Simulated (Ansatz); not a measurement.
The starting structures come from a database of crystals and need not be the phases stable at ambient conditions.

 Where the default PAW files enter, the runs use the earlier of Ansatz's two default sets.

Tunnelling through a barrier is set by its complex band structure: the current falls as exp(−2κd) with the smallest κ.

```xyz
14
Lattice="5.4212 0.0000 0.0000 -2.2918 4.9130 0.0000 0.0000 0.0000 7.0336" Properties=species:S:1:pos:R:3 pbc="T T T"
Na     2.9671     1.5632     1.7584
Na     0.1623     3.3498     5.2752
V      2.7178     1.7220     5.2752
V      0.4116     3.1910     1.7584
Cd     0.0000     0.0000     3.5168
Cd     0.0000     0.0000     0.0000
O      0.5271     1.4440     1.7584
O      2.6024     3.4690     5.2752
O      1.0858     1.0881     5.2752
O      2.0437     3.8249     1.7584
O      3.5503     1.1917     3.9024
O     -0.4208     3.7212     3.1312
O     -0.4208     3.7212     0.3856
O      3.5503     1.1917     6.6480
```

Space group of this cell: Cmcm. The cell is taken as given; by r2SCAN its mean pressure is -1.0 GPa.

Transport runs along the normal of the first two printed cell vectors.

The gap is the functional's own. No spin-orbit coupling. Mid-gap values are interpolated on the energy grid.

Question: Estimate the band gap and the smallest decay constant κ at mid-gap that r2SCAN (Ansatz, a first-principles code) returns for this system.

Answer: Gap 3.50 eV on a 6×6×4 mesh; κ = 0.467 1/Å, at (0.500, 0.500) of the in-plane reciprocal vectors. At the zone centre, at the nearest computed energy, the slowest state has κ = 0.51 1/Å.
